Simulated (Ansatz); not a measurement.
Quick settings and what they miss: Cu3Sb (Fm-3m, 4 atoms in the cell)

Self-consistent single point.

```yaml
crystal:
  lattice:
    - [0.00000, 3.11980, 3.11980]
    - [3.11980, 0.00000, 3.11980]
    - [3.11980, 3.11980, 0.00000]
  atoms:
    - { symbol: Cu, position: [0.50000, 0.50000, 0.50000] }
    - { symbol: Cu, position: [0.25000, 0.25000, 0.25000] }
    - { symbol: Cu, position: [0.75000, 0.75000, 0.75000] }
    - { symbol: Sb, position: [0.00000, 0.00000, 0.00000] }
```

Level of theory: PBEsol, harder PAW files (source: ansatz) made with PBE (plane waves; Ansatz, a program for electronic structure).

Base settings: basis.ecutwfc = 700 eV; kpoints.mp_grid.grid = 6 6 6; hamiltonian.xc = pbesol; hamiltonian.pseudopotentials = {kind: paw, source: ansatz}; scf.occupations.method = cold; scf.occupations.width = 0.1 eV.

Tight run (finer mesh or higher cutoff; not a proven limit): basis.ecutwfc: 700 eV → 980 eV; kpoints.mp_grid.grid: 6 6 6 → 9 9 9; scf.convergence.dr2_threshold: default (1e-07 eV) → 1e-09 eV. It gave Fermi level (on the code's own zero) 16.66 eV; pressure -5.34 GPa.

Quick runs, as changes from the base:
- A: the base itself
- B: basis.ecutwfc: 700 eV → 420 eV; kpoints.mp_grid.grid: 6 6 6 → 1 1 1; scf.occupations.method: cold → fermi_dirac; scf.occupations.width: 0.1 eV → 0.2 eV
- C: basis.ecutwfc: 700 eV → 350 eV; kpoints.mp_grid.grid: 6 6 6 → 2 2 2; hamiltonian.xc: pbesol → lda [LDA (PW92)]
- D: basis.ecutwfc: 700 eV → 490 eV; kpoints.mp_grid.grid: 6 6 6 → 8 8 8; scf.occupations.method: cold → methfessel_paxton; scf.occupations.width: 0.1 eV → 0.136 eV

Energies are extrapolated to zero smearing width, which holds to low order in the width alone.

Dashes: energy of C, another energy zero.

† marks runs with another functional, U, potentials or spin treatment: their distance from the tight run is not a convergence error alone.

The count of work is k-points × plane waves × bands × iterations; it is no time. 

Pressures in the table are Ansatz's without its Pulay estimate, at a fixed set of plane waves; the tight run's value above holds the estimate.

The starting cell comes from a database of computed structures (which also holds hypothetical and non-ambient phases and stackings), without a prior relaxation at this level. Its lattice was rescaled by a random factor within 2.5 % of one. Spin polarisation is off. In the base run, with a pressure of about -5 GPa the cell is away from its equilibrium volume at this level. The run gives no clean gap (levels at the Fermi energy touch, overlap or are partly filled at this smearing), which alone does not show that the compound is a metal.

| run | energy less tight (meV/atom) | pressure less tight (GPa) | count of work / tight |
|---|---|---|---|
| A | 11.0 | 0.43 | 0.28 |
| B | 5367.7 | -20.90 | 0.0095 |
| C† | – | -494.27 | 0.018 |
| D | 216.9 | -21.77 | 0.28 |

Among the runs at the tight run's level, the energy misses run from 11.0 to 5367.7 meV/atom.

Left out of this page: 1 run of the series unsound by tests on forces, stress, charge or solver warnings; 1 run of the series with a known weakness of the program.

Keys are those of Ansatz 0.2.
